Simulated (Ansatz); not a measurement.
ZnS under a change: isotropic strain +3.00 %

Base system: ZnS in the wurtzite structure (space group P6_3mc, No. 186; a = 3.7822 Å, c = 6.2077 Å).

Modification: an isotropic linear strain of +3.00 %, atoms relaxed at fixed cell.

All numbers come from Kohn–Sham DFT with the PBEsol functional, run in Ansatz (a program for electronic structure) with PAW and 420 eV plane waves, spin-orbit coupling left out. Γ-centred 10×10×6 mesh, Fermi–Dirac width 0.05 eV.

```json
[
 {"quantity": "volume per atom", "base": "19.23 Å³", "changed": "21.01 Å³", "shift": "+1.78 Å³"},
 {"quantity": "space group", "base": "P6_3mc (No. 186)", "changed": "P6_3mc (No. 186)", "shift": "–"},
 {"quantity": "shortest interatomic distance", "base": "231.9 pm", "changed": "238.7 pm", "shift": "+6.8 pm"},
 {"quantity": "energy relative to the base (free energy F)", "base": "0 meV/atom", "changed": "+35 meV/atom", "shift": "+35 meV/atom"},
 {"quantity": "pressure (mean of the normal stresses, compression positive)", "base": "0.00 GPa", "changed": "-5.72 GPa", "shift": "-5.72 GPa"},
 {"quantity": "band gap", "base": "2.15 eV", "changed": "1.77 eV", "shift": "-0.38 eV"},
 {"quantity": "gap character", "base": "direct at Γ", "changed": "direct at Γ", "shift": "–"},
 {"quantity": "mean gap deformation potential ΔEg/Δln V", "base": "–", "changed": "-4.3 eV", "shift": "–"},
 {"quantity": "electron mass", "base": "0.16 mₑ along c, 0.18 mₑ across (at Γ)", "changed": "0.14 mₑ along c, 0.16 mₑ across (at Γ)", "shift": "–"},
 {"quantity": "valence-band top at Γ (three highest levels, from the VBM)", "base": "0.00, 0.00, -0.09 eV", "changed": "0.00, 0.00, -0.07 eV", "shift": "–"}
]
```

Final structure:

```
ZnS
1.0
    3.89563     0.00000     0.00000
   -1.94781     3.37371     0.00000
    0.00000     0.00000     6.39388
Zn S
2 2
Direct
  0.33333   0.66667   0.00009
  0.66667   0.33333   0.50009
  0.33333   0.66667   0.37491
  0.66667   0.33333   0.87491
```

Masses are band curvatures over ±0.01 Å⁻¹ around the edge. Stability against distortions was not tested.
